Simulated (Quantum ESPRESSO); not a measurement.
Quantum ESPRESSO run on Ta (Im-3m, 1 atom in the cell): self-consistent single point.

Computed with PBE, SSSP 1.1.2 precision (PBE) pseudopotentials (plane waves; Quantum ESPRESSO).

```
CELL_PARAMETERS angstrom
     -1.65825     1.65825     1.65825
      1.65825    -1.65825     1.65825
      1.65825     1.65825    -1.65825
ATOMIC_POSITIONS crystal
  Ta 0.00000 0.00000 0.00000
```

Reference input (self-consistent single point, DFT, PBE, plane waves, SSSP 1.1.2 precision (PBE) pseudopotentials): ecutwfc = 50 Ry; ecutrho = 400 Ry; occupations = smearing; smearing = gaussian; degauss = 0.0073499 Ry; potentials = {Ta: Ta_pbe_v1.uspp.F.UPF}; K_POINTS = automatic 14 14 14 0 0 0; conv_thr = 1e-10 Ry. This run's input differs from it in these lines:

```diff
@@ -15,5 +15,3 @@
     ecutrho = 400,
-    occupations = 'smearing',
-    smearing = 'gaussian',
-    degauss = 0.0073499,
+    occupations = 'tetrahedra_opt',
 /
@@ -27,3 +25,3 @@
 K_POINTS {automatic}
-14 14 14  0 0 0
+21 21 21  0 0 0
 CELL_PARAMETERS {angstrom}
```

Output, abridged:

```
     Self-consistent Calculation

     iteration #  1     ecut=    50.00 Ry     beta= 0.70

---- Real-time Memory Report at c_bands before calling an iterative solver
           143 MiB given to the printing process from OS
            57 MiB allocation reported by mallinfo(arena+hblkhd)
------------------

     Threshold (ethr) on eigenvalues was too large:
     Diagonalizing with lowered threshold

---- Real-time Memory Report at c_bands before calling an iterative solver
           181 MiB given to the printing process from OS
            64 MiB allocation reported by mallinfo(arena+hblkhd)
------------------

   [... lines left out ...]
           182 MiB given to the printing process from OS
            66 MiB allocation reported by mallinfo(arena+hblkhd)
------------------

     negative rho (up, down):  9.904E-02 0.000E+00

     total energy              =    -141.88188332 Ry
     estimated scf accuracy    <          1.7E-10 Ry

     iteration #  7     ecut=    50.00 Ry     beta= 0.70

---- Real-time Memory Report at c_bands before calling an iterative solver
           182 MiB given to the printing process from OS
            66 MiB allocation reported by mallinfo(arena+hblkhd)
------------------

     negative rho (up, down):  9.904E-02 0.000E+00
     End of self-consistent calculation

     the Fermi energy is    18.3428 ev

!    total energy              =    -141.88188332 Ry
     estimated scf accuracy    <          2.3E-11 Ry

     convergence has been achieved in   7 iterations

     negative rho (up, down):  9.904E-02 0.000E+00

     Forces acting on atoms (cartesian axes, Ry/au):

     atom    1 type  1   force =     0.00000000    0.00000000    0.00000000

     Total force =     0.000000     Total SCF correction =     0.000000

     negative rho (up, down):  9.904E-02 0.000E+00
          total   stress  (Ry/bohr**3)                   (kbar)     P=        1.00
   0.00000683  -0.00000000  -0.00000000            1.00       -0.00       -0.00
  -0.00000000   0.00000683  -0.00000000           -0.00        1.00       -0.00
  -0.00000000  -0.00000000   0.00000683           -0.00       -0.00        1.00

   JOB DONE.
```

The run converged in 7 iterations. Against the reference run the free energy rises by 13.2 meV/atom and the pressure goes from -0.05 to 0.10 GPa.

The starting cell has typed, rounded lattice constants, without a prior relaxation at this level. Its lattice was rescaled by up to half a per cent. Spin polarisation is off.

Cost on one core of a shared machine: roughly 70 s.
